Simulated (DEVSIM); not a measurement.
Device: abrupt CdTe p-n junction, at 250 K.

Layer 1 from the left is CdTe, thickness (μm) 16.0, Na (cm⁻³) 1.1e15, τn (s) 1.1e-9, τp (s) 1.1e-9. Layer 2 from the left is CdTe, thickness (μm) 7.30, Nd (cm⁻³) 1.4e17, τn (s) 1.1e-9, τp (s) 1.1e-9.

Left contact: ohmic. Right contact: ohmic. Voltage is applied to the left contact. Recombination: SRH at mid-gap, Auger. Mobility is constant in doping.

The device is made up for the run: typed textbook-type constants, with dimensions and the other settings drawn at random. Values at 300 K; Nc and Nv go as T^1.5, mobilities as T to minus their exponent, the gap by Varshni's rule with the affinity fixed.

CdTe: gap (eV) 1.5, affinity (eV) 4.28, permittivity 10.2, Nc (cm⁻³) 8e17, Nv (cm⁻³) 1.8e19, μn (cm²/Vs) 1000, μp (cm²/Vs) 80, T exponent of μn 1.7, T exponent of μp 1.5, Cn (cm⁶/s) 1e-30, Cp (cm⁶/s) 1e-30, Varshni α (eV/K) 0.00031, Varshni β (K) 108.

Estimate by hand the built-in potential, the peak field at zero bias, the capacitance at -3 V, and compare with a numerical solution.


- Built-in potential: ni = √(Nc Nv) exp(−Eg/2kT) = 1580 cm⁻³ with Eg = 1.514 eV; Vbi = kT/q ln(Na Nd/ni²) = 1.279 V; numerical 1.279 V.
- Peak field at zero bias: depletion approximation: W = √(2εVbi/(qN)) = 1.15 μm with N = 1.09e15 cm⁻³; field = 2Vbi/W = 22300 V/cm; numerical 27000 V/cm (estimate below by 18 %).
- Capacitance at -3 V: C = √(qεN / 2(Vbi + |V|)) = 4.30 nF/cm²; numerical 4.32 nF/cm² (estimate below by 0.54 %).

Simulated with DEVSIM: 1D drift-diffusion, Boltzmann statistics, complete ionisation; no tunnelling, impact ionisation, image-force lowering or self-heating.
